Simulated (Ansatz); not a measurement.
CaWO₄ (I4₁/a, No. 88, 12 atoms in the cell; start mp-1103190) was calculated with PBEsol (plane waves, PAW; Ansatz, a quantum-chemistry and plane-wave program).

Numerical settings: plane-wave cutoff 500 eV, 8×8×10 k mesh (along the axes of the cell as run), gaussian smearing 0.02 eV, no spin polarisation, scalar-relativistic PAW data made under PBE.

Cell (relaxed at this level):

```yaml
crystal:
  lattice:
    - [3.69301, -5.62637, -0.04813]
    - [3.69301, 5.62637, -0.04813]
    - [-3.64484, 0.00000, 3.74120]
  atoms:
    - { symbol: Ca, position: [0.62500, 0.37500, 0.75000] }
    - { symbol: Ca, position: [0.37500, 0.62500, 0.25000] }
    - { symbol: W, position: [0.12500, 0.87500, 0.75000] }
    - { symbol: W, position: [0.87500, 0.12500, 0.25000] }
    - { symbol: O, position: [0.94369, 0.36772, 0.16405] }
    - { symbol: O, position: [0.05631, 0.63228, 0.83595] }
    - { symbol: O, position: [0.63228, 0.05631, 0.33595] }
    - { symbol: O, position: [0.36772, 0.94369, 0.66405] }
    - { symbol: O, position: [0.27964, 0.20367, 0.14737] }
    - { symbol: O, position: [0.72036, 0.79633, 0.85263] }
    - { symbol: O, position: [0.79633, 0.72036, 0.35263] }
    - { symbol: O, position: [0.20367, 0.27964, 0.64737] }
```

Question: Estimate the band gap that the calculation returns.

Answer: 
band gap: 4.09 eV (on the SCF k mesh)

Note: the relaxation could not lower the start's symmetry, so the cell can be a saddle point above a distorted one.

Spin–orbit coupling is not included.

A start named mp-… is a Materials Project structure, which need not be a measured phase.
